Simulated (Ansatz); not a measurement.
BN, carrier doping

Base system: BN (space group P6_3/mmc, No. 194; layered, stacked along the Cartesian z axis).

```
BN
1.0
    2.51214     0.00000     0.00000
   -1.25607     2.17558     0.00000
    0.00000     0.00000     8.49576
B N
2 2
Direct
  0.33333   0.66667   0.25000
  0.66667   0.33333   0.75000
  0.33333   0.66667   0.75000
  0.66667   0.33333   0.25000
```

Carriers are added at fixed cell with a uniform background; the Fermi–Dirac width is that of 300 K.

Computed with PBE (Ansatz, a program for electronic structure; PAW; 420 eV plane waves; without spin-orbit coupling).

Notes on the quantities. Fermi level from band edge: Fermi level relative to the doped band's edge (positive inside the band; to 0.05 eV).

```csv
case,gap between the host's bands,Fermi level from band edge,gap character
undoped,4.36 eV,–,"indirect, H → Γ"
electrons 1.0×10^21 cm⁻³,4.31 eV,+0.35 eV,"indirect, H → Γ"
electrons 1.5×10^21 cm⁻³,4.28 eV,+0.40 eV,"indirect, H → Γ"
electrons 2.0×10^21 cm⁻³,4.24 eV,+0.45 eV,"indirect, H → Γ"
electrons 1.0×10^22 cm⁻³,3.75 eV,+1.05 eV,"indirect, H → Γ"
holes 1.0×10^21 cm⁻³,4.46 eV,+0.05 eV,"indirect, H → Γ"
holes 1.5×10^21 cm⁻³,4.51 eV,+0.10 eV,"indirect, H → Γ"
holes 2.0×10^21 cm⁻³,4.56 eV,+0.15 eV,"indirect, H → Γ"
holes 1.0×10^22 cm⁻³,5.06 eV,+0.55 eV,"indirect, H → M"
```

Charged cell with a jellium background: band edges are those of the host's band count, energies are not comparable with the neutral cell, and many-body gap narrowing is missing. Stability against distortions was not tested. The base started in Pnma and relaxed to P6_3/mmc at this level. No dispersion term is included, though the crystal is made of layers, chains or molecules, so its spacings can come out too wide.
